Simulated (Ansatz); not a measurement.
Ansatz (a first-principles code) run on LaSi₂Ag₂ (I4mm, 5 atoms in the cell): relaxation of the atoms.

Level of theory: LDA (PW92), default PAW files made with PBE (plane waves; Ansatz).

The change in words: one atom moved by 0.15 angstrom; relax: default → atoms; relax.f_tol: default → 0.001 eV/Å. Reference geometry:
```
CELL_PARAMETERS angstrom
     -2.16323     2.16323     5.35603
      2.16323    -2.16323     5.35603
      2.16323     2.16323    -5.35603
ATOMIC_POSITIONS crystal
  La 0.00000 0.00000 0.00000
  Si 0.60961 0.60961 0.00000
  Si 0.39039 0.39039 0.00000
  Ag 0.25000 0.75000 0.50000
  Ag 0.75000 0.25000 0.50000
```

Reference input (self-consistent single point, DFT, LDA (PW92), plane waves, default PAW files made with PBE): basis.ecutwfc = 420 eV; kpoints.mp_grid.grid = 9 9 9; hamiltonian.xc = lda; hamiltonian.pseudopotentials = {kind: paw} (the program's default PAW files); scf.occupations.method = fermi_dirac; scf.occupations.width = 0.1 eV. This run's input differs from it in these lines:

```diff
@@ -6,3 +6,3 @@
   atoms:
-    - { symbol: La, position: [0.000000, 0.000000, 0.000000] }
+    - { symbol: La, position: [0.014003, 0.014003, 0.000000] }
     - { symbol: Si, position: [0.609610, 0.609610, 0.000000] }
@@ -20,2 +20,4 @@
   occupations: { method: fermi_dirac, width: 0.1 }
+relax:
+  f_tol: 0.001
 output:
```

Output (repeated stretches shortened):

```
   [... SCF lines of the steps left out ...]
relax step   1: F+E_penalty+E_count = -22212.23979339 eV  Δ(F+E_penalty+E_count) = +0.000e0 eV  max|allowed force component| = 6.431e-1 eV/Å  Δτ_max = 0.0000 Å  (7 SCF iters, dr2 threshold 1.00e-7 eV, accepted)
relax step   2: F+E_penalty+E_count = -22212.28651133 eV  Δ(F+E_penalty+E_count) = -4.672e-2 eV  max|allowed force component| = 2.498e-1 eV/Å  Δτ_max = 0.1651 Å  (6 SCF iters, dr2 threshold 2.58e-5 eV, accepted)
relax step   3: F+E_penalty+E_count = -22212.29499162 eV  Δ(F+E_penalty+E_count) = -8.480e-3 eV  max|allowed force component| = 7.716e-2 eV/Å  Δτ_max = 0.0444 Å  (5 SCF iters, dr2 threshold 3.90e-6 eV, accepted)
relax step   4: F+E_penalty+E_count = -22212.29540125 eV  Δ(F+E_penalty+E_count) = -4.096e-4 eV  max|allowed force component| = 3.320e-4 eV/Å  Δτ_max = 0.0057 Å  (4 SCF iters, dr2 threshold 5.68e-7 eV, accepted)
relax step   5: F+E_penalty+E_count = -22212.29540142 eV  Δ(F+E_penalty+E_count) = -1.616e-7 eV  max|allowed force component| = 7.408e-4 eV/Å  Δτ_max = 0.0000 Å  (4 SCF iters, accepted)
the relaxation is at rest under the 8 symmetry operations that the run kept from its start: a minimum is not shown …
Stability not checked: this state was not tested for a lower state beside it, because too few of the mixer's solves of this state at the end of the SCF gave a …
Free energy (F): -22212.295401 eV
Internal energy: -22212.251491 eV  (E = F + TS)
E sigma→0 (E₀):  -22212.273446 eV
Entropy (-TS):   -0.043910 eV (-8.782 meV/atom)
Fermi energy:    12.734034 eV
--- Forces (eV/Å), atoms counted from 1 ---
  atom   1  La     0.00000000     0.00000000    -0.00073790
   [... lines left out ...]
    - { symbol: La, position: [0.0028152591187016606, 0.0028152591187016606, 4.006368610294972e-35] }
    - { symbol: Si, position: [0.6145062176407324, 0.6145062176407324, 6.632765810377232e-34] }
    - { symbol: Si, position: [0.39108216016932007, 0.39108216016932007, -7.612100359560447e-34] }
    - { symbol: Ag, position: [0.252799681535623, 0.752799681535623, 0.5] }
    - { symbol: Ag, position: [0.752799681535623, 0.252799681535623, 0.5] }
```

The run converged. 

Summary of the result:
```
Property                                                 Result
-----------------------------------------------  --------------
Free energy E − TS (on the zero of these files)  -22212.2954 eV
Fermi level (on the code's own zero)                   12.73 eV
Pressure                                              -7.14 GPa
Relaxation steps                                              5
```

The starting cell comes from a database of computed structures (which also holds hypothetical and non-ambient phases and stackings), without a prior relaxation at this level. Its lattice was rescaled by up to half a per cent. For this run, on top of that: one atom moved by 0.15 angstrom. The relaxation keeps the symmetry of its start, so its end need not be a minimum. Ansatz's pressure includes its estimate of the finite-basis (Pulay) stress.

Cost on one core of a shared machine: roughly 2 min.

Keys are those of Ansatz 0.2.
